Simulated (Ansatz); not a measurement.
The structure below was relaxed with Ansatz (a quantum-chemistry and plane-wave program) r2SCAN, no SOC.

```
Cu4OF
1.0
    4.40278     0.00000     0.00000
    0.00000     4.40278     0.00000
    0.00000     0.00000     4.40278
Cu F O
4 1 1
Direct
  0.74152   0.74152   0.74152
  0.74152   0.25848   0.25848
  0.25848   0.74152   0.25848
  0.25848   0.25848   0.74152
  0.00000   0.00000   0.00000
  0.50000   0.50000   0.50000
```

Q: Find the space group and the Wyckoff positions.

A: Space group P-43m (No. 215); a = b = c = 4.403 Å, α = β = γ = 90.00°

```tsv
atom	site	symmetry	x	y	z
Cu	4e	.3m	0.7415	0.7415	0.7415
F	1a	-43m	0.0000	0.0000	0.0000
O	1b	-43m	0.5000	0.5000	0.5000
```

Q: Describe the coordination.

A: The crystal has 6 atoms in its conventional cell. Conventional cell: a = b = c = 4.403 Å, α = β = γ = 90.00°. Cu is coordinated by 1 O at 1.842 Å and 1 F at 1.971 Å (linear). F has 4 Cu at 1.971 Å (tetrahedral). O is coordinated by 4 Cu at 1.842 Å (tetrahedral). (Neighbours: up to the widest gap in distance over summed covalent radii, below 1.35, at either atom; cation-cation and far metal-metal contacts left out.)

Each cell is one ordered arrangement of few atoms, which overstates ordering effects compared with a random alloy. Stability against distortions was not tested. No Hubbard U is applied and the magnetic state is the run's own (Cu4OF not spin-polarised); other magnetic orders, which need larger cells, were not tried and can change the gap. The final runs are not spin-polarised. An odd electron count without spin: Cu4OF. The cell was made from Cu2O by this change: x(F) = 0.5, 6 atoms, P-43m. Cu4OF has a high density of states at the Fermi level and may be magnetic at this level.
